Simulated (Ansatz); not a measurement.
An Ansatz (a program for electronic structure) input (PBEsol (Ansatz), spin-orbit coupling left out):

Ansatz 0.2 input:
```yaml
crystal:
  lattice:
    - [0, 2.8628393403, 2.8628393403]
    - [2.8628393403, 0, 2.8628393403]
    - [2.8628393403, 2.8628393403, 0]
  atoms:
    - { symbol: S, position: [0, 0, 0] }
    - { symbol: Tl, position: [0.5, 0.5, 0.5] }
basis: { ecutwfc: 420, ecutrho_ratio: 4, xc_grid: 2, fft_grid_basis: typed }
kpoints: { mp_grid: { grid: [14, 14, 14] } }
hamiltonian:
  xc: pbesol
  dispersion: none
  pseudopotentials: { kind: paw }
scf: { occupations: { method: fermi_dirac, width: 0.05 }, convergence: { dr2_threshold: 0.0000000002 } }
output: { forces: true, stress: true }
checkpoint: { write: state.ck, write_every: 1000 }
```

Q: Which symmetry and how many k-points will the program report, and about how many plane waves at Γ?

A: Space group Fm-3m (ITA 225) with 48 operations, k-points 104 of 2744, and 941 plane waves at Γ.

Whether these cells are dynamically stable was not tested. The final runs are not spin-polarised. An odd electron count without spin: TlS. The cell was made from PbS by this change: Pb → Tl; the result is a hypothetical phase, not in the database extracts checked.
